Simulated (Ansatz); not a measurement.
The starting structures come from a database of crystals and need not be the phases stable at ambient conditions.

Inside the gap of an insulator the Bloch states are evanescent, with a wavenumber k + iκ along the transport direction.

Given:

```
GaRb3O3
1.0
    6.80545     0.00000     0.00000
   -0.87484     6.76962     0.00000
    0.87484     2.93637     6.09962
Rb Ga O
6 2 6
Direct
  0.34630   0.62875   0.37125
  0.65370   0.37125   0.62875
  0.50000   0.80607   0.80607
  0.50000   0.19393   0.19393
  0.00000   0.73801   0.73801
  0.00000   0.26199   0.26199
  0.14861   0.16486   0.83514
  0.85139   0.83514   0.16486
  0.85596   0.09697   0.90303
  0.14404   0.90303   0.09697
  0.26615   0.15207   0.58323
  0.73385   0.84793   0.41677
  0.73385   0.58323   0.15207
  0.26615   0.41677   0.84793
```

The cell is taken as given; by PBEsol it stands under a pressure of -0.6 GPa.

Transport runs along the normal of the first two printed cell vectors.

The gap is the functional's own. No spin-orbit coupling. Mid-gap values are those at the computed energy nearest the middle.

**Question.** Estimate the band gap and the smallest decay constant κ at mid-gap that PBEsol in Ansatz (a first-principles code) returns for this system.

**Answer.** Gap 2.51 eV on a 6×6×6 mesh; κ = 0.277 1/Å, at the zone centre.
